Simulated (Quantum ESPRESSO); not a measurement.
Quantum ESPRESSO run on SiTe2 (P-3m1, 3 atoms in the cell): self-consistent single point.

Computed with LDA (PZ), GBRV 1.5 ultrasoft (LDA) pseudopotentials (plane waves; Quantum ESPRESSO).

```
SiTe2
1.0
    3.79211     0.00000     0.00000
   -1.89606     3.28406     0.00000
    0.00000     0.00000     7.06352
Si Te
1 2
Direct
  0.00000   0.00000   0.00000
  0.33333   0.66667   0.77341
  0.66667   0.33333   0.22659
```

Reference input (self-consistent single point, DFT, PBEsol, plane waves, GBRV 1.5 ultrasoft (PBESOL) pseudopotentials): ecutwfc = 40 Ry; ecutrho = 200 Ry; occupations = smearing; smearing = gauss; degauss = 0.019992 Ry; potentials = {Si: si_pbesol_v1.uspp.F.UPF, Te: te_pbesol_v1.uspp.F.UPF}; K_POINTS = automatic 8 8 4 0 0 0; conv_thr = 1e-11 Ry. This run's input differs from it in these lines:

```diff
@@ -24,4 +24,4 @@
 ATOMIC_SPECIES
-Si    28.0850  si_pbesol_v1.uspp.F.UPF
-Te   127.6000  te_pbesol_v1.uspp.F.UPF
+Si    28.0850  si_lda_v1.uspp.F.UPF
+Te   127.6000  te_lda_v1.uspp.F.UPF
 ATOMIC_POSITIONS crystal
```

The program printed (abridged):

```
     Self-consistent Calculation

     iteration #  1     ecut=    40.00 Ry     beta= 0.70

     Threshold (ethr) on eigenvalues was too large:
     Diagonalizing with lowered threshold

     total energy              =     -62.69634064 Ry
     estimated scf accuracy    <       0.02884061 Ry

     iteration #  2     ecut=    40.00 Ry     beta= 0.70

     total energy              =     -62.69424793 Ry
     estimated scf accuracy    <       0.04259959 Ry

     iteration #  3     ecut=    40.00 Ry     beta= 0.70

     total energy              =     -62.70405647 Ry
     estimated scf accuracy    <       0.00278986 Ry

   [... 6 blocks of this kind left out ...]

     iteration # 10     ecut=    40.00 Ry     beta= 0.70

     total energy              =     -62.70448117 Ry
     estimated scf accuracy    <          1.7E-11 Ry

     iteration # 11     ecut=    40.00 Ry     beta= 0.70
     End of self-consistent calculation

     the Fermi energy is     5.4618 ev

!    total energy              =     -62.70448117 Ry
     estimated scf accuracy    <          6.7E-13 Ry
     smearing contrib. (-TS)   =      -0.00328477 Ry
     internal energy E=F+TS    =     -62.70119640 Ry

     convergence has been achieved in  11 iterations

     Forces acting on atoms (cartesian axes, Ry/au):

     atom    1 type  1   force =    -0.00000000    0.00000000    0.00000000
     atom    2 type  2   force =     0.00000000   -0.00000000   -0.00334067
     atom    3 type  2   force =     0.00000000    0.00000000    0.00334067

     Total force =     0.004724     Total SCF correction =     0.000002

          total   stress  (Ry/bohr**3)                   (kbar)     P=      -19.95
  -0.00017842   0.00000000  -0.00000000          -26.25        0.00       -0.00
   0.00000000  -0.00017842  -0.00000000            0.00      -26.25       -0.00
   0.00000000   0.00000000  -0.00005010            0.00        0.00       -7.37

   JOB DONE.
```

The run converged in 11 iterations. Against the reference run the pressure goes from -1.03 to -2.00 GPa and the largest force goes from 0.155 to 0.086 eV/Å.

The starting cell comes from a database of computed structures (which also holds hypothetical and non-ambient phases and stackings), without a prior relaxation at this level. Its lattice was rescaled by a random factor within 2.5 % of one. The run gives no clean gap (levels at the Fermi energy touch, overlap or are partly filled at this smearing), which alone does not show that the compound is a metal.

Cost on one core of a shared machine: roughly 40 s.
